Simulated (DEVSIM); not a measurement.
Structure: Au/SiO2/p-Ge capacitor, at 250 K.

Layer 1 from the left is SiO2, thickness (nm) 1.10. Layer 2 from the left is Ge, thickness (nm) 4300, Na (cm⁻³) 1.9e16.

Metal gate on the left, work function 5.1 eV. Fixed charge at the semiconductor interface 3.8e10 cm⁻² (in units of +e); no interface traps.

The device is made up for the run: typed textbook-type constants, with dimensions and the other settings drawn at random. Values at 300 K; Nc and Nv go as T^1.5, mobilities as T to minus their exponent, the gap by Varshni's rule with the affinity fixed.

SiO2: gap (eV) 9, affinity (eV) 0.9, permittivity 3.9. Ge: gap (eV) 0.664, affinity (eV) 4, permittivity 16, Nc (cm⁻³) 1.04e19, Nv (cm⁻³) 6e18, Varshni α (eV/K) 0.000477, Varshni β (K) 235.

Model (solved in DEVSIM): 1D Poisson equation in equilibrium, Boltzmann statistics, complete ionisation; no quantum confinement or tunnelling. Metal contacts follow the ideal Schottky-Mott rule: no Fermi-level pinning, no interface dipoles.

### Question
What does the simulation give for the minimum of the low-frequency capacitance, the threshold voltage (band bending 2φF), the flat-band voltage?

### Answer
minimum of the low-frequency capacitance 0.0804 μF/cm²; threshold voltage (band bending 2φF) 0.99 V; flat-band voltage 0.53 V.
